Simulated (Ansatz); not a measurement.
**ZnCu2SnS4, pressure series**

The reference is ZnCu2SnS4 (space group I-4, No. 82; a = 5.4683 Å, c = 10.9350 Å).

Cell and atoms are relaxed at each pressure.

Computed with Ansatz (a first-principles code), PBE, PAW, cutoff 420 eV, scalar-relativistic without spin-orbit coupling.

Candidates:
(a) pressure 2.1 GPa
(b) pressure 4.5 GPa
(c) pressure 15 GPa
(d) pressure 22.5 GPa

Base values:

The band gap is zero.

Task: Order them by band gap, lowest first.

Result: (a) pressure 2.1 GPa (0.13 eV), (b) pressure 4.5 GPa (0.20 eV), (c) pressure 15 GPa (0.49 eV), (d) pressure 22.5 GPa (0.64 eV)

Load acts through the strain it causes; cell and atoms are relaxed under it. Stability against distortions was not tested. No other phases were tried under pressure. The final runs are not spin-polarised. Gaps under 0.05 eV, about the width of the smearing, are given as zero. A zero or small gap of ZnCu2SnS4 can be the functional's error rather than a property of the material.
